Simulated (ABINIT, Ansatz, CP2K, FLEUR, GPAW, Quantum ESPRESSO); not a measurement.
# One structure in several programs: Ge (Fd-3m, 2 atoms in the cell)

Self-consistent single point, at a second geometry (lattice scaled by 0.98). First geometry:

```yaml
crystal:
  lattice:
    - [0.00000, 2.85445, 2.85445]
    - [2.85445, 0.00000, 2.85445]
    - [2.85445, 2.85445, 0.00000]
  atoms:
    - { symbol: Ge, position: [0.50000, 0.50000, 0.50000] }
    - { symbol: Ge, position: [0.75000, 0.75000, 0.75000] }
```

Shared settings, as Ansatz (a program for electronic structure) writes them: kpoints.mp_grid.grid = 13 13 13; scf.occupations.method = fermi_dirac; scf.occupations.width = 0.05 eV. Potentials and cutoffs stand in the table.

| code | model | ΔF from the first geometry (meV/atom) | pressure (GPa) | cutoff |
|---|---|---|---|---|
| GPAW | PBE, GPAW PAW datasets PBE (gpaw-data 1.0.1) | 36.4 | 6.79 | 550 eV |
| Ansatz | PBE, PAW files | 33.7 | 6.39 | 420 eV |
| FLEUR | PBE, all-electron FLAPW (FLEUR), scalar-relativistic valence | 35.0 | – | Kmax 3.6 1/bohr |
| CP2K | PBE, GPW, DZVP-MOLOPT-SR-GTH basis, GTH-PBE potentials (GTH_POTENTIALS) | 40.1 | 7.21 | grid 400 Ry |
| ABINIT | PBE, PAW (JTH v2.0 PBE PAW) | 35.0 | 5.77 | 21 Ha |
| Quantum ESPRESSO | PBE, PSlibrary PAW (PBE) pseudopotentials | 37.1 | 6.85 | 30 Ry |

For ABINIT (by 0.8 GPa) the energy change implies a higher mean pressure, against the two pressures, than for the other programs: a sign of finite-basis (Pulay) stress.

A dash marks a value that a program does not give, or that is left out as unsure.

The spread over the programs that give each value: ΔF from the first geometry within 6.4 meV/atom; pressure within 1.44 GPa.

CP2K uses small atom-centred bases, whose incompleteness enters pressures, forces and empty levels differently from a plane-wave cutoff. FLEUR treats all electrons, but the usual bases taken here (sphere radii, linearisation, local orbitals, empty states) were not tested for convergence, so the values are no reference for the others. Ansatz's pressure is given at a fixed set of plane waves, as the other plane-wave codes print theirs; with its correction for the finite basis it is 6.42 GPa.

The starting cell comes from a database of computed structures (which also holds hypothetical and non-ambient phases and stackings), without a prior relaxation at this level. Its lattice was rescaled by a random factor within 2.5 % of one. For this run, on top of that: lattice scaled by 0.98.

Left out of this page: Elk (not drawn, or without a comparable value); SIESTA (unsound by tests on forces, stress, charge or solver warnings).

Keys are those of Ansatz 0.2.
